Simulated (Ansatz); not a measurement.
Take Sc in the hcp (Mg type) structure (space group P6_3/mmc, No. 194; relaxed with 0.1 eV smearing) as the base.

```xyz
2
Lattice="3.3179 0.0000 0.0000 -1.6590 2.8734 0.0000 0.0000 0.0000 5.1860" Properties=species:S:1:pos:R:3 pbc="T T T"
Sc     1.6590     0.9578     3.8895
Sc     0.0000     1.9156     1.2965
```

Calculations: Kohn–Sham DFT with the PBE functional, run in Ansatz (a program for electronic structure) with PAW and 420 eV plane waves, no SOC.

Before the change:

The pressure comes out as 0.0 GPa.

One thing is altered: the cell is scaled by 0.9700 in all directions, atoms relaxed at fixed cell.

Question: How does this affect the pressure and energy relative to the base?

Answer: The pressure (mean of the normal stresses, compression positive) goes from zero to 5.7 GPa; the energy increases by 36 meV/atom.

The cells carry an imposed strain or load. Whether these cells are dynamically stable was not tested. All final runs are without spin polarisation.
